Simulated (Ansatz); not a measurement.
## Ag (model structure, P6/mmm, No. 191, 1 atoms in the cell): bulk modulus B0 by level of theory

No measured value is used here.

```tsv
level (code)	value (GPa)	cell (Å³/atom)
LDA (Ansatz)	118	17.35
PBEsol (Ansatz)	101	18.08
r²SCAN (Ansatz)	?	18.76
```

Task: Some entries are withheld; supply them.

Result: 
- r²SCAN (Ansatz, an electronic-structure program), value (GPa): 87.8

LDA, PBEsol, r²SCAN: the bulk modulus is −V dP/dV from two relaxed cells at ±2 % in volume. Each level is taken at its own relaxed cell. Cutoffs differ between the levels. Ansatz's density-functional and Hartree–Fock values are scalar-relativistic unless marked +SOC, with PAW data made under PBE.

A model structure was made by putting elements into a prototype or built by hand; it is no filed structure, need not be a known phase, and can be a saddle point held by its symmetry.
